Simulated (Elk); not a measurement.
Band structure of SbAs (R3m, 2 atoms in the cell).

```xyz
2
Lattice="2.0327 1.1736 3.7166 -2.0327 1.1736 3.7166 0.0000 -2.3472 3.7166" Properties=species:S:1:pos:R:3 pbc="T T T"
Sb     0.0000     0.0000     2.5544
As     0.0000     0.0000     8.5953
```

Method: PBEsol, all-electron FP-LAPW, Elk's shipped species files, default APW+lo basis run with Elk.

Settings: xctype = 22; swidth = 0.00367493 Ha; ngridk = 7 7 7; rmtscf = 0.97; maxscl = 100.

The starting cell comes from a database of computed structures (which also holds hypothetical and non-ambient phases and stackings), without a prior relaxation at this level. Spin-orbit coupling is off. Values depend on the basis (sphere radii, cutoffs, local orbitals), which need not be converged. The run gives no clean gap (levels at the Fermi energy touch, overlap or are partly filled at this smearing), which alone does not show that the compound is a metal.

Levels in eV from the Fermi level, bands 12 to 19:
```
point     12     13     14     15    16    17    18    19
-----  -----  -----  -----  -----  ----  ----  ----  ----
B      -9.29  -5.18  -4.87  -1.07  0.98  4.70  4.77  6.42
Z      -9.20  -1.48  -1.48  -0.67  0.68  0.68  1.51  7.15
Γ      -5.54  -2.26  -1.80  -1.80  1.85  2.84  2.84  6.06
X      -9.40  -5.45  -3.27  -3.04  2.91  2.99  4.85  5.67
```

No band crosses the Fermi level by more than 0.03 eV along this path.
